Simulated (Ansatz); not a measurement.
Convergence study of shifted k-point meshes for MnCuO₂ (Cm, 4 atoms in the cell)

```yaml
crystal:
  lattice:
    - [2.77368, -1.43915, 0.00000]
    - [2.77368, 1.43915, 0.00000]
    - [-1.41114, 0.00000, 5.67229]
  atoms:
    - { symbol: Mn, position: [0.00224, 0.00224, 0.00881], spin: 4.0 }
    - { symbol: Cu, position: [0.50000, 0.50000, 0.50000] }
    - { symbol: O, position: [0.59504, 0.59504, 0.82003] }
    - { symbol: O, position: [0.40496, 0.40496, 0.17997] }
```
(The spins are starting values, not results.)

Level of theory: LDA (PW92)+U, default PAW files made with PBE (plane waves; Ansatz, an electronic-structure program).

Base settings: basis.ecutwfc = 420 eV; kpoints.mp_grid.grid = 8 8 4; hamiltonian.xc = lda; hamiltonian.pseudopotentials = {kind: paw} (the program's default PAW files); hamiltonian.hubbard.sites = [{species: Mn, l: d, u_eff: 3.9}] eV; hamiltonian.hubbard.projectors = ortho-atomic; magnetization.spin_polarized = true; scf.occupations.method = gaussian; scf.occupations.width = 0.1 eV.

In this ladder: kpoints.mp_grid.shift = 0.5 0.5 0.5.

Only quantities that move along the ladder and can be compared are tabulated.

These are the values that this program gave, and no reference: magnets with a U can end in a higher state.

The starting cell comes from a database of computed structures (which also holds hypothetical and non-ambient phases and stackings), without a prior relaxation at this level. Its lattice was rescaled by up to half a per cent. One atom was moved a little off its site on purpose. With one magnetic atom in the cell only a parallel order is possible. With U or open f shells several self-consistent states can exist. In the base run, forces exceed 1 eV/Å. Ansatz's pressure includes its estimate of the finite-basis (Pulay) stress.

Steps (kpoints.mp_grid.grid): 2 2 1; 3 3 1; 3 3 2; 4 4 2; 5 5 2; 5 5 3; 6 6 3; 7 7 3; 7 7 4; 8 8 4; 9 9 4; 10 10 5; 11 11 5; 14 14 6; 17 17 8; 20 20 9; 23 23 10.

Q: What is the coarsest kpoints.mp_grid.grid that holds the pressure within 0.1 GPa of the last step, with all finer ones?

A: 3 3 2; the step before is off by 1.0 GPa.

Q: What is the coarsest kpoints.mp_grid.grid that holds the forces within 0.02 eV/Å of the last step, with all finer ones?

A: 5 5 3; the step before is off by 0.029 eV/Å.

Q: What is the coarsest kpoints.mp_grid.grid that holds the free energy within 2 meV/atom of the last step, with all finer ones?

A: 4 4 2; the step before is off by 5.7 meV/atom.

```tsv
kpoints.mp_grid.grid	free energy less the last step's (meV/atom)	pressure (GPa)	largest difference of a force vector from the last step's (eV/Å)
2 2 1	-58.78	-2.79	0.595
3 3 1	3.19	-1.33	0.160
3 3 2	5.65	-2.37	0.045
4 4 2	-0.13	-2.37	0.031
5 5 2	-0.15	-2.36	0.029
5 5 3	0.85	-2.39	0.007
6 6 3	-0.23	-2.37	0.004
7 7 3	0.05	-2.37	0.002
7 7 4	0.08	-2.37	0.001
8 8 4	-0.04	-2.37	0.001
9 9 4	0.01	-2.37	0.001
10 10 5	0.00	-2.37	0.000
11 11 5	0.02	-2.37	0.000
14 14 6	0.00	-2.37	0.000
17 17 8	0.00	-2.37	0.000
20 20 9	0.00	-2.37	0.000
23 23 10	0.00	-2.37	0.000
```

Keys are those of Ansatz 0.2.
